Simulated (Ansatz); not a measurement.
The reference is Li in the bcc (W type) structure (space group Im-3m, No. 229; a = 3.476 Å; relaxed with 0.1 eV smearing). Axes: x, y, z lie along the cube axes.

Calculations: r2SCAN/PAW in Ansatz (a first-principles code), no SOC, earlier PAW set.

Before the change:

The pressure is 0.0 GPa.

It is then changed as follows: the cell is compressed by 1.11 % along y with no lateral relaxation; the atoms relax in the strained cell.

### Question
Predict the new energy relative to the base.

### Answer
The energy hardly moves.

### Question
What happens to the pressure?

### Answer
The pressure (mean of the normal stresses, compression positive) hardly moves (0.0 GPa against 0.2 GPa).

No phonon test of stability was made.
